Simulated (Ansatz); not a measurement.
A computed series for Ca3P2: pressure series

Consider Ca3P2 (space group Pm-3m, No. 221; a cell from a computed database, its experimental status unchecked).

```yaml
crystal:
  lattice:
    - [5.24207, 0.00000, 0.00000]
    - [0.00000, 5.24207, 0.00000]
    - [0.00000, 0.00000, 5.24207]
  atoms:
    - { symbol: Ca, position: [0.00000, 0.50000, 0.50000] }
    - { symbol: Ca, position: [0.50000, 0.00000, 0.50000] }
    - { symbol: Ca, position: [0.50000, 0.50000, 0.00000] }
    - { symbol: P, position: [0.00000, 0.00000, 0.00000] }
    - { symbol: P, position: [0.50000, 0.50000, 0.50000] }
```

Cell and atoms are relaxed at each pressure.

Levels (all Ansatz, a quantum-chemistry and plane-wave program, PAW): PBEsol (420 eV, no spin-orbit coupling); HSE06 (420 eV, no spin-orbit coupling).

```tsv
pressure (GPa)	band gap, PBEsol (eV)	band gap, HSE06 (eV)
-2	0.26	0.84
-1	0.32	0.92
0	0.38	1.00
0.3	0.40	1.03
0.7	0.42	1.06
1.5	0.46	1.11
3	?	?
5	0.62	1.32
7.5	0.71	1.44
```

Fit E_g = E₀ + αP + βP² to the rows shown and predict the withheld row.

Least squares on the printed values gives 

- PBEsol: E₀ = 0.38 eV, α = 56.7 meV/GPa, β = -1.7 meV/GPa² (largest residual 0.00 eV); this predicts 0.53 eV, and the run gives 0.53 eV, in agreement
- HSE06: E₀ = 1.00 eV, α = 76.5 meV/GPa, β = -2.5 meV/GPa² (largest residual 0.01 eV); this predicts 1.21 eV, and the run gives 1.20 eV, in agreement.

Single points use the geometry relaxed with PBEsol. Load acts through the strain it causes; cell and atoms are relaxed under it. Whether these cells are dynamically stable was not tested. No other phases were tried under pressure. A zero or small gap of Ca3P2 under pressure −2 GPa can be the functional's error rather than a property of the material.
